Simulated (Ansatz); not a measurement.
Sr3AsN: response to strain

The parent structure is Sr3AsN in the anti-perovskite structure (space group Pm-3m, No. 221; a = 5.041 Å; a cell from a computed database, its experimental status unchecked). Axes: x, y, z lie along the cube axes.

Strains are applied to the cell and any free atomic positions relax.

Levels (all Ansatz, a program for electronic structure, PAW): PBEsol (420 eV, no spin-orbit coupling); HSE06 (420 eV, scalar-relativistic without spin-orbit coupling).

Band gaps by level, all at the geometries relaxed with PBEsol:

| case | PBEsol | HSE06 |
|---|---|---|
| base | 0.38 eV | 1.20 eV |
| uniaxial strain ε_xx = +0.75 % | 0.35 eV | 1.18 eV |
| uniaxial strain ε_yy = +0.80 % | 0.35 eV | 1.18 eV |
| tensor shear ε_xy = +0.73 % | 0.37 eV | 1.19 eV |

Single points use the geometry relaxed with PBEsol. No phonon test of stability was made.
